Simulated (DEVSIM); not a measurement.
Device: Cr/Al2O3/p-Si capacitor, at 250 K.

| layer (left to right) | material | thickness (nm) | Na (cm⁻³) |
|---|---|---|---|
| 1 | Al2O3 | 8.90 | - |
| 2 | Si | 840 | 4.7e17 |

Metal gate on the left, work function 4.5 eV. Fixed charge at the semiconductor interface 0 cm⁻² (in units of +e); no interface traps.

This is a model device: material constants are rounded textbook-type values typed into the input, and sizes, dopings and lifetimes were drawn at random. Values at 300 K; Nc and Nv go as T^1.5, mobilities as T to minus their exponent, the gap by Varshni's rule with the affinity fixed.

| parameter | Al2O3 | Si |
|---|---|---|
| gap (eV) | 6.8 | 1.124 |
| affinity (eV) | 1.35 | 4.05 |
| permittivity | 9 | 11.7 |
| Nc (cm⁻³) | - | 2.86e19 |
| Nv (cm⁻³) | - | 3.1e19 |
| Varshni α (eV/K) | - | 0.000473 |
| Varshni β (K) | - | 636 |

Simulated with DEVSIM: 1D Poisson equation in equilibrium, Boltzmann statistics, complete ionisation; no quantum confinement or tunnelling. Metal contacts follow the ideal Schottky-Mott rule: no Fermi-level pinning, no interface dipoles.

The fixed charge was swept, all else fixed.

| fixed charge (cm^-2) | threshold voltage (band bending 2φF) (V) | flat-band voltage (V) |
|---|---|---|
| -2.67e12 | 1.28 | -0.12 |
| -1.34e12 | 1.04 | -0.36 |
| 0 | 0.80 | -0.60 |
| 1.34e12 | 0.56 | -0.84 |
| 2.67e12 | 0.32 | -1.08 |

From the first row to the last the threshold voltage (band bending 2φF) goes from 1.28 to 0.32. From the first row to the last the flat-band voltage goes from -0.12 to -1.08.
